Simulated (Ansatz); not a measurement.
Consider ZnCu2SnS4 (space group I-4, No. 82; a = 5.317 Å, c = 10.643 Å). Axes: x, y, z lie along a, b, c of the conventional cell.

Level of theory: LDA (Ansatz, an electronic-structure program), scalar-relativistic without spin-orbit coupling.

Before the change:

| Property | Result |
|---|---|
| Width of the top valence band | 1.07 eV |
| Band gap | 0.14 eV |
| Gap character | direct at Γ |

It is then changed as follows: uniaxial strain ε_zz = −2.25 %, all other strain components held at zero, atoms relaxed at fixed cell.

Q: Predict the new width of the top valence band, band gap, gap character, stress and energy relative to the base.

A: The width of the top valence band increases by 0.12 eV, from 1.07 eV to 1.19 eV; the band gap rises by 0.03 eV (0.14 eV → 0.17 eV); the gap character stays direct at Γ; the stress (xx, yy, zz, yz, xz, xy; compression positive) amounts to (1.81, 1.81, 2.68, 0.00, 0.00, 0.00) GPa; the energy rises by 3.5 meV/atom.

No phonon test of stability was made. All final runs are without spin polarisation. A zero or small gap of ZnCu2SnS4 can be the functional's error rather than a property of the material.
